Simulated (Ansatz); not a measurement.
# How far PBE and PBEsol part for hypothetical rock salt FeGe

Base system: FeGe in the rock salt structure (space group Fm-3m, No. 225; a = 4.945 Å; ferromagnetic; a hypothetical phase, not in the database extracts checked).

(Cell as relaxed with PBE.)

Levels (all Ansatz, a quantum-chemistry and plane-wave program, PAW): PBE (420 eV, no SOC); PBEsol (420 eV, no spin-orbit coupling).

Each level relaxes its own structure.

```
quantity                       PBE         PBEsol
-------------------  -------------  -------------
volume per atom           15.12 Å³       13.79 Å³
lattice parameter a        4.945 Å        4.796 Å
band gap                      zero           zero
magnetic state       ferromagnetic  ferromagnetic
largest site moment        2.18 μB        1.42 μB
```

PBE's volume per atom lies 1.33 Å³ above PBEsol's (9.6 %); PBE's lattice parameter a lies 0.149 Å above PBEsol's (3.1 %); PBE's largest site moment lies 0.755 μB above PBEsol's; the two agree on the band gap and magnetic state. Neither level is exact; PBEsol is the comparison here, not a measurement.

The magnetic state is the one reached from the starting moments; the real material's order can differ, and small cells can't hold many antiferromagnetic ones. Stability against distortions was not tested.
